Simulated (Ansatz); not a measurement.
Input and output of a self-consistent single point for Be (P6_3/mmc, 2 atoms in the cell) (Ansatz, an electronic-structure program).

Level of theory: PBE, PAW files (plane waves; Ansatz).

The change in words: lattice scaled by 0.98. Reference geometry:
```yaml
crystal:
  lattice:
    - [2.23896, 0.00000, 0.00000]
    - [-1.11948, 1.93900, 0.00000]
    - [0.00000, 0.00000, 3.53335]
  atoms:
    - { symbol: Be, position: [0.33333, 0.66667, 0.75000] }
    - { symbol: Be, position: [0.66667, 0.33333, 0.25000] }
```

Reference input (self-consistent single point, DFT, PBE, plane waves, PAW files): basis.ecutwfc = 420 eV; kpoints.mp_grid.grid = 13 13 8; hamiltonian.xc = pbe; hamiltonian.pseudopotentials = {kind: paw} (the program's default PAW files); scf.occupations.method = fermi_dirac; scf.occupations.width = 0.05 eV. This run's input differs from it in these lines:

Ansatz 0.2 input:
```diff
@@ -2,8 +2,8 @@
   lattice:
-    - [2.23896200, 0.00000000, 0.00000000]
-    - [-1.11948100, 1.93899800, 0.00000000]
-    - [0.00000000, 0.00000000, 3.53335500]
+    - [2.19418300, 0.00000000, 0.00000000]
+    - [-1.09709100, 1.90021800, 0.00000000]
+    - [0.00000000, 0.00000000, 3.46268800]
   atoms:
-    - { symbol: Be, position_ang: [-0.00000112, 1.29266598, 2.65001625] }
-    - { symbol: Be, position_ang: [1.11948212, 0.64633202, 0.88333875] }
+    - { symbol: Be, position_ang: [-0.00000076, 1.26681263, 2.59701600] }
+    - { symbol: Be, position_ang: [1.09709276, 0.63340537, 0.86567200] }
 basis:
```

Log, with long lists cut:

```
SCF iter   1: F=—  HF=-185.530663 eV  |F-HF|=—  |Δ(HF+E_count)|=         —  Δρ=1.59e-2  dr2=2.56e-2  ethr=3.10e-3  ⟨swp⟩=4.5  Hψ=5434  notcnv=0
all-band conjugate gradients solve this SCF's bands
preconditioner: auto → none
SCF iter   2: F=—  HF=-185.483399 eV  |F-HF|=—  |Δ(HF+E_count)|=   4.73e-2  Δρ=7.39e-3  dr2=5.37e-3  ethr=6.40e-4  ⟨swp⟩=2.0  Hψ=1884  notcnv=0
SCF iter   3: F=—  HF=-185.472107 eV  |F-HF|=—  |Δ(HF+E_count)|=   1.13e-2  Δρ=1.09e-4  dr2=8.05e-7  ethr=1.34e-4  ⟨swp⟩=2.3  Hψ=1063  notcnv=0
SCF iter   4: F=—  HF=-185.472122 eV  |F-HF|=—  |Δ(HF+E_count)|=   1.51e-5  Δρ=1.25e-5  dr2=1.18e-8  ethr=2.50e-9  ⟨swp⟩=5.1  Hψ=3300  notcnv=0
SCF iter   5: F=-185.472122 eV  HF=-185.472122 eV  |F-HF|=3.10e-11  |Δ(HF+E_count)|=   2.05e-8  Δρ=1.45e-6  dr2=2.16e-10  ethr=2.94e-10  ⟨swp⟩=2.0  Hψ=1784  notcnv=0
the last iteration of the SCF fills more bands at one k-point than at another …
SCF 1 converged in 5 iterations: F = -185.472122 eV  dr2 = 2.16e-10
Stability not checked: this state was not tested for a lower state beside it, because too few of the mixer's solves of this state at the end of the SCF gave a …
Free energy (F): -185.472122 eV
Internal energy: -185.471370 eV  (E = F + TS)
E sigma→0 (E₀):  -185.471746 eV
Entropy (-TS):   -0.000752 eV (-0.376 meV/atom)
Fermi energy:    8.795616 eV
--- Forces (eV/Å), atoms counted from 1 ---
  atom   1  Be    -0.00000000    -0.00000000     0.00000000
  atom   2  Be     0.00000000     0.00000000     0.00000000
--- Stress (GPa, compression-positive) ---
       13.576051      -0.000000       0.000000
       -0.000000      13.576051       0.000000
        0.000000       0.000000      12.047792
  P = ⅓ Tr σ = 13.0666 GPa (130.666 kbar)
  The stress holds the Pulay correction. Without it, at fixed plane waves, as pw.x and ABINIT print it: P = 13.0306 GPa
```

The run converged in 5 iterations. Against the reference run the free energy goes up by 23.4 meV/atom and the pressure goes from 3.97 to 13.07 GPa.

The starting cell comes from a database of computed structures (which also holds hypothetical and non-ambient phases and stackings), without a prior relaxation at this level. Its lattice was rescaled by a random factor within 2.5 % of one. For this run, on top of that: lattice scaled by 0.98. With a pressure of about 13 GPa the cell is away from its equilibrium volume at this level. Ansatz's pressure includes its estimate of the finite-basis (Pulay) stress.
